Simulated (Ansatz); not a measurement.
# LiCl, response to strain

The reference is LiCl in the rock salt structure (space group Fm-3m, No. 225; a = 5.150 Å).

Strains are applied to the cell and any free atomic positions relax.

Calculations: PBE/PAW in Ansatz (an electronic-structure program), without spin-orbit coupling.

Candidates:
(a) isotropic strain −3.00 %
(b) isotropic strain −1.50 %
(c) isotropic strain −2.00 %
(d) isotropic strain −1.00 %
(e) isotropic strain +3.00 %

Base values:

```
Item       Result
--------  -------
Band gap  6.26 eV
```

Q: Order them by band gap, lowest first.

A: (e) isotropic strain +3.00 % (5.79 eV), (d) isotropic strain −1.00 % (6.43 eV), (b) isotropic strain −1.50 % (6.52 eV), (c) isotropic strain −2.00 % (6.61 eV), (a) isotropic strain −3.00 % (6.81 eV)

No phonon test of stability was made.
